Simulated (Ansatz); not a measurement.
**What pressure −1 GPa does to LuBi**

Base system: LuBi in the rock salt structure (space group Fm-3m, No. 225; a = 6.201 Å; a model cell, its experimental status unchecked).

The change: hydrostatic tension (pressure −1 GPa).

Method: plane-wave PAW DFT at the r2SCAN level (Ansatz, a quantum-chemistry and plane-wave program, 500 eV), no SOC. Settings: 13×13×13 k-points, 0.05 eV Fermi–Dirac smearing.

- Volume per atom = 30.32 Å³ (base 29.80 Å³)
- Lattice parameter a = 6.237 Å (base 6.201 Å)
- Enthalpy H = E + PV relative to the base's energy = -0.19 eV/atom
- Band gap = zero (base zero)

Cost of the whole job for the changed cell (relaxation, final SCF and bands): about 50 core-seconds (a rough figure).

Load acts through the strain it causes; cell and atoms are relaxed under it. No phonon test of stability was made.
